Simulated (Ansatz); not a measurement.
(Ru,Ir) alloys, hexagonal close-packed start, 16-atom cells

Cells and atoms relaxed. Order is of the mixed sites (0 random, negative unlike neighbours favoured); cells of high symmetry are ordered arrangements. Sheared cells and those that changed their type are left out. Enthalpies are against end members in the hexagonal close-packed type. The hexagonal close-packed type need not be the stable form of Ir, so that mixing against the stable forms can cost more.

Computed with r2SCAN (plane waves to 500 eV, PAW; Ansatz, an electronic-structure program). Spin–orbit coupling is left out; the runs are not spin-polarised.

| site fractions | space group | order in the first shell | volume (Å³/atom) | mixing enthalpy (meV a site of the first mixed sublattice) |
|---|---|---|---|---|
| (1) Ru 0.125, Ir 0.875 | Cm | -0.05 | 14.16 | -32 |
| (2) Ru 0.500, Ir 0.500 | C2 | 0.00 | 13.85 | -79 |
| (3) Ru 0.500, Ir 0.500 | Pnma | -0.33 | 13.85 | -94 |
| (4) Ru 0.500, Ir 0.500 | P-1 | 0.00 | 13.86 | -78 |
| (5) Ru 0.750, Ir 0.250 | P1 | -0.06 | (withheld) | (withheld) |
| (6) Ru 0.875, Ir 0.125 | Cm | -0.05 | 13.58 | -39 |

### Question
Complete the blanks.

### Answer

- (5) Ru 0.750, Ir 0.250, volume (Å³/atom): 13.66
- (5) Ru 0.750, Ir 0.250, mixing enthalpy (meV a site of the first mixed sublattice): -67
